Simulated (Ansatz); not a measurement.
This Ansatz (a quantum-chemistry and plane-wave program) input is the reference run, GaAs in the zinc blende structure (space group F-43m, No. 216), computed with r2SCAN (Ansatz), no SOC:

Ansatz 0.2 input:
```yaml
crystal:
  lattice:
    - [0, 2.8333473172, 2.8333473172]
    - [2.8333473172, 0, 2.8333473172]
    - [2.8333473172, 2.8333473172, 0]
  atoms:
    - { symbol: Ga, position: [0, 0, 0] }
    - { symbol: As, position: [0.25, 0.25, 0.25] }
basis: { ecutwfc: 500, ecutrho_ratio: 4, xc_grid: 4, fft_grid_basis: typed }
kpoints: { mp_grid: { grid: [10, 10, 10] } }
hamiltonian:
  xc: r2scan
  dispersion: none
  pseudopotentials: { kind: paw }
scf: { occupations: { method: fermi_dirac, width: 0.05 }, convergence: { dr2_threshold: 0.0000000002 } }
output: { forces: true, stress: true }
checkpoint: { write: state.ck, write_every: 1000 }
```

Problem. Write the input for this change: biaxial strain −0.50 %, plane normal [001], relaxed out of plane (Cartesian); in-plane vectors clamped, the third vector and the atoms free.

Solution. 
Ansatz 0.2 input:
```yaml
crystal:
  lattice:
    - [3.9869234119, 0, 0]
    - [0, 3.9869234119, 0]
    - [1.9934617059, -1.9934617059, 2.8404306855]
  atoms:
    - { symbol: Ga, position: [0, 0, 0] }
    - { symbol: As, position: [0.75, 0.75, 0.5] }
basis: { ecutwfc: 500, ecutrho_ratio: 4, xc_grid: 4, fft_grid_basis: typed }
kpoints: { mp_grid: { grid: [10, 10, 10] } }
hamiltonian:
  xc: r2scan
  dispersion: none
  pseudopotentials: { kind: paw }
scf: { occupations: { method: fermi_dirac, width: 0.05 } }
relax: { f_tol: 0.005, max_steps: 50, cell: { stress_tol: 0.01, fix: [a, b, gamma] } }
output: { forces: true, stress: true }
checkpoint: { write: state.ck, write_every: 1000 }
```
This is the input that was run; other choices of cell and start would serve too.

Stability against distortions was not tested.
